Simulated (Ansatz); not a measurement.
The reference is MgO in the rock salt structure (space group Fm-3m, No. 225; a = 4.254 Å).

One thing is altered: cell and atoms relaxed at a pressure of 15 GPa.

Levels (all Ansatz, a program for electronic structure, PAW): PBE (420 eV, no SOC); HSE06+SOC (420 eV, with spin-orbit coupling).

The geometry is relaxed with PBE.

- PBE lowest conduction level above the VBM at special points = Γ 5.30 eV; L 8.27 eV; X 9.21 eV
- PBE valence-band top at Γ = 0.00, 0.00, 0.00 eV

Predict the lowest conduction level above the VBM at special points and valence-band top at Γ from HSE06+SOC.

The lowest conduction level above the VBM at special points becomes Γ 7.07 eV; L 10.08 eV; X 10.95 eV (PBE: Γ 5.30 eV; L 8.27 eV; X 9.21 eV); the valence-band top at Γ (three highest Kramers pairs, from the VBM) changes from 0.00, 0.00, 0.00 eV to 0.00, 0.00, -0.04 eV. The threefold valence maximum splits by Δso ≈ 42 meV.

Single points use the geometry relaxed with PBE. Differences between runs with and without spin-orbit coupling are approximate. The levels and masses belong to the bands next to the band gap. Load acts through the strain it causes; cell and atoms are relaxed under it. No phonon test of stability was made. No other phases were tried under pressure.
